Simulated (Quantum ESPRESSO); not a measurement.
Checking a run of Quantum ESPRESSO on LaYMg₆ (Amm2, 8 atoms in the cell). The aim is a self-consistent single point with DFT, PBEsol, plane waves, GBRV 1.5 ultrasoft (PBESOL) pseudopotentials.

Cell that was meant: a = 5.2357 Å, b = 6.6963 Å, c = 6.6963 Å, α = 63.27°, β = 90.00°, γ = 90.00°.

Part of the input:

```fortran
    ibrav = 0,
    nat = 8,
    ntyp = 3,
    ecutwfc = 12,
    ecutrho = 96,
    occupations = 'smearing',
    smearing = 'gauss',
    degauss = 0.019992,
```

Output, abridged:

```
     Message from routine setup:
     using ibrav=0 with symmetry is DISCOURAGED, use correct ibrav instead
     G-vector sticks info
   [... lines left out ...]
        k(    2) = (   0.0000000  -0.2484594   0.1530541), wk =   0.2222222
        k(    3) = (   0.0000000   0.0000000   0.3061083), wk =   0.1111111
   [... 9 lines left out ...]

     Dense  grid:    22511 G-vectors     FFT dimensions: (  32,  40,  40)

     Smooth grid:     7901 G-vectors     FFT dimensions: (  24,  27,  27)

     Initial potential from superposition of free atoms

     starting charge      80.1651, renormalised to      82.0000

     negative rho (up, down):  7.873E-02 0.000E+00
     Self-consistent Calculation

     iteration #  1     ecut=    12.00 Ry     beta= 0.40

     negative rho (up, down):  6.072E-02 0.000E+00

     total energy              =    -906.63295950 Ry
     estimated scf accuracy    <      18.49881240 Ry

     iteration #  2     ecut=    12.00 Ry     beta= 0.40

     negative rho (up, down):  6.233E-02 0.000E+00

     total energy              =    -905.04802451 Ry
     estimated scf accuracy    <       5.23053671 Ry

     iteration #  3     ecut=    12.00 Ry     beta= 0.40

     negative rho (up, down):  5.476E-02 0.000E+00

     total energy              =    -905.14230325 Ry
     estimated scf accuracy    <       3.50989726 Ry

   [... 10 blocks of this kind left out ...]

     iteration # 14     ecut=    12.00 Ry     beta= 0.40

     negative rho (up, down):  5.904E-02 0.000E+00

     total energy              =    -905.49541759 Ry
     estimated scf accuracy    <          1.7E-10 Ry

     iteration # 15     ecut=    12.00 Ry     beta= 0.40

     negative rho (up, down):  5.904E-02 0.000E+00
     End of self-consistent calculation

     the Fermi energy is     7.1577 ev

!    total energy              =    -905.49541759 Ry
     estimated scf accuracy    <          2.1E-11 Ry
     smearing contrib. (-TS)   =      -0.01756265 Ry
     internal energy E=F+TS    =    -905.47785494 Ry

     convergence has been achieved in  15 iterations

     negative rho (up, down):  5.904E-02 0.000E+00

     Forces acting on atoms (cartesian axes, Ry/au):

     atom    1 type  1   force =     0.00000000    0.00000000    0.01227544
     atom    2 type  2   force =     0.00000000    0.00000000    0.00597876
     atom    3 type  3   force =     0.00000000    0.02405118    0.01253518
     atom    4 type  3   force =     0.00000000   -0.02405118    0.01253518
   [... lines left out ...]
     Total force =     0.067200     Total SCF correction =     0.000009
   [... lines left out ...]

     negative rho (up, down):  5.904E-02 0.000E+00
          total   stress  (Ry/bohr**3)                   (kbar)     P=   -11025.84
  -0.07493986   0.00000000   0.00000000       -11024.03        0.00        0.00
   0.00000000  -0.07496290   0.00000000            0.00   -11027.42        0.00
   0.00000000   0.00000000  -0.07495368            0.00        0.00   -11026.07

   JOB DONE.
```

**Question.** Is anything amiss in this input, and did it matter?

**Answer.** The run is not sound. The fault is a basis or grid far too coarse for these potentials. The error of an incomplete plane-wave basis or grid does not cancel at such settings. To fix it, restore the cutoff that the potentials need and check convergence. The run converged in 15 iterations without an error; against the sound input the free energy rises by 68.2 eV/atom, the pressure goes from -0.95 to -1103 GPa and the largest force goes from 0.073 to 1.329 eV/Å.

An input that runs soundly differs in these lines (not the only fix; some lines may just follow from the change or write a value another way):
```diff
-    ecutwfc = 12,
-    ecutrho = 96,
+    ecutwfc = 40,
+    ecutrho = 320,
```

With that input, the run converged in 15 iterations: free energy E − TS -12865.5099 eV; Fermi level (on the code's own zero) 6.77 eV; pressure -0.95 GPa; largest force (vector length) 0.073 eV/Å (DFT, PBEsol, plane waves, GBRV 1.5 ultrasoft (PBESOL) pseudopotentials).

On the sound input: the starting cell comes from a database of computed structures (which also holds hypothetical and non-ambient phases and stackings), without a prior relaxation at this level.
